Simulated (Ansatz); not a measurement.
NbAs (I4₁md, No. 109, 4 atoms in the cell; start mp-2059), treated with PBE (Ansatz, a first-principles code, PAW).

Settings: plane-wave cutoff 520 eV, 22×22×22 k mesh, Fermi–Dirac smearing 0.05 eV, no spin polarisation, scalar-relativistic PAW data made under PBE.

Cell (relaxed at this level):

Space group I4₁md (No. 109); a = b = 3.4736 Å, c = 11.7478 Å, α = β = γ = 90.00°

```tsv
atom	site	symmetry	x	y	z
Nb	4a	2mm.	0.0000	0.0000	0.2494
As	4a	2mm.	0.0000	0.0000	0.6676
```
(The calculation used a cell of 4 atoms; values per cell refer to that cell.)

Task: Give the computed bulk modulus B0.

Result: 
- bulk modulus B0: 160 GPa

Note: the run has no spin polarisation, so it can have missed a magnetic state; the bulk modulus is −V dP/dV from two relaxed cells at ±2 % in volume; the relaxation could not lower the start's symmetry, so the cell can be a saddle point above a distorted one.

Static lattice: no zero-point or thermal effects.

The result took around 8 core-minutes (rough).

A start named mp-… is a Materials Project structure, which need not be a measured phase.
